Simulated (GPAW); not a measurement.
Input and output of a self-consistent single point for CaCd₂Au₄ (P1, 7 atoms in the cell) (GPAW).

Method: LDA (Perdew-Wang 92), GPAW PAW datasets LDA (gpaw-data 1.0.1) (plane waves; GPAW).

The change in words: atoms moved at random. Reference geometry:
```
Ca(CdAu2)2
1.0
   -3.55592     3.55592     2.75291
    3.55592    -3.55592     2.75291
    3.55592     3.55592    -2.75291
Ca Cd Au
1 2 4
Direct
  0.00000   0.00000   0.00000
  0.25000   0.75000   0.50000
  0.75000   0.25000   0.50000
  0.30365   0.30365   0.60730
  0.69635   0.69635   0.39270
  0.30365   0.69635   0.00000
  0.69635   0.30365   0.00000
```

Reference input (self-consistent single point, DFT LDA (Perdew-Wang 92), plane waves, GPAW PAW datasets LDA (gpaw-data 1.0.1)): mode = pw; ecut = 600 eV; xc = LDA; kpts = 5 5 5; mesh shift (steps) = 0 0 0; occupations.name = methfessel-paxton; occupations.width = 0.1 eV; occupations.order = 0; nbands = -11; convergence.density = 1e-05 e/electron; symmetry.symmorphic = false; symmetry.tolerance = 0.0005. This run's input differs from it in these lines:

```diff
@@ -8,9 +8,9 @@
                     [3.555917, 3.555917, -2.752905]],
-              positions=[[0.000000, 0.000000, 0.000000],
-                         [3.555917, 0.000000, 1.376453],
-                         [0.000000, 3.555917, 1.376453],
-                         [2.159508, 2.159508, 0.000000],
-                         [1.396409, 1.396409, 2.752905],
-                         [1.396409, -1.396409, 2.752905],
-                         [-1.396409, 1.396409, 2.752905]],
+              positions=[[0.016066, -0.019792, 0.039857],
+                         [3.602667, -0.021090, 1.389361],
+                         [-0.075510, 3.554413, 1.359035],
+                         [2.134802, 2.126872, -0.020933],
+                         [1.443012, 1.448268, 2.786579],
+                         [1.345968, -1.362233, 2.711917],
+                         [-1.355164, 1.385396, 2.745800]],
               pbc=True)
```

Output (repeated stretches shortened):

```
     iter     time        total  log10-change:
                         energy   eigst   dens
iter:   1 --:--:--   -28.584241
iter:   2 --:--:--   -28.504578   -0.73  -1.34
iter:   3 --:--:--   -27.293938   -1.59  -1.35
iter:   4 --:--:--   -26.803558   -1.25  -1.51
iter:   5 --:--:--   -27.054379   -1.98  -1.87
iter:   6 --:--:--   -26.623133   -1.63  -1.84
iter:   7 --:--:--   -26.616334   -3.24  -2.42
iter:   8 --:--:--   -26.611545c  -2.55  -2.52
iter:   9 --:--:--   -26.597105c  -3.36  -2.61
iter:  10 --:--:--   -26.597018c  -4.60  -3.02
iter:  11 --:--:--   -26.598072c  -4.01  -3.01
iter:  12 --:--:--   -26.596432c  -3.80  -3.03
   [... lines left out ...]
iter:  16 --:--:--   -26.596260c  -6.22  -3.72
iter:  17 --:--:--   -26.596255c  -7.52c -3.80
iter:  18 --:--:--   -26.596163c  -5.64  -3.82
iter:  19 --:--:--   -26.596160c  -6.25  -4.27
iter:  20 --:--:--   -26.596159c  -7.68c -4.39
iter:  21 --:--:--   -26.596159c  -6.61  -4.42
iter:  22 --:--:--   -26.596157c  -7.71c -4.55
iter:  23 --:--:--   -26.596156c  -7.51c -4.62
iter:  24 --:--:--   -26.596156c  -8.51c -4.75
iter:  25 --:--:--   -26.596156c  -8.59c -4.82
iter:  26 --:--:--   -26.596156c  -9.07c -4.88
iter:  27 --:--:--   -26.596156c  -8.13c -4.93
iter:  28 --:--:--   -26.596156c  -9.48c -5.14c
Converged after 28 iterations.

Dipole moment: (-0.641246, 0.353592, -0.981653) |e|*Ang

Energy contributions relative to reference atoms: (reference = -2387792.637900)

Kinetic:        -35.421140
Potential:      +32.887023
External:        +0.000000
XC:             -24.209945
Entropy (-ST):   -0.009662
Local:           +0.152736
SIC:             +0.000000
--------------------------
Free energy:    -26.600987
Extrapolated:   -26.596156

Showing only first 2 kpts
 Kpt  Band  Eigenvalues  Occupancy
  0    37      6.93114    2.00000
  0    38      7.02610    2.00000
  0    39      8.03390    0.61645
  0    40      8.22047    0.00169

  1    37      7.28443    2.00000
  1    38      7.64670    2.00000
  1    39      8.23957    0.00065
  1    40      8.34565    0.00000

Fermi level: 7.99848

No gap
   [... lines left out ...]
  1 Cd   -0.13603    0.17214   -0.16965
  2 Cd    0.29303   -0.08520    0.17256
  3 Au   -0.04492    0.09033    0.30788
  4 Au   -0.11115   -0.08119   -0.32545
  5 Au    0.18923   -0.15864    0.04015
  6 Au   -0.15781   -0.03019    0.04795

Stress tensor:
     0.019876    -0.000748    -0.002325
    -0.000748     0.022650    -0.001590
    -0.002325    -0.001590     0.023222
Stress (GPa, Voigt): [ 3.1845  3.6289  3.7205 -0.2548 -0.3725 -0.1198]
```

The run converged in 28 iterations. GPAW prints stress with tension positive. Against the reference run the free energy goes up by 6.5 meV/atom, the pressure goes from -3.72 to -3.51 GPa and the largest force goes from 0.086 to 0.353 eV/Å.

The starting cell comes from a database of computed structures (which also holds hypothetical and non-ambient phases and stackings), without a prior relaxation at this level. Its lattice was rescaled by a random factor within 2.5 % of one. For this run, on top of that: atoms moved at random. With a pressure of about -4 GPa the cell is away from its equilibrium volume at this level.

Cost on one core of a shared machine: roughly 5 min.
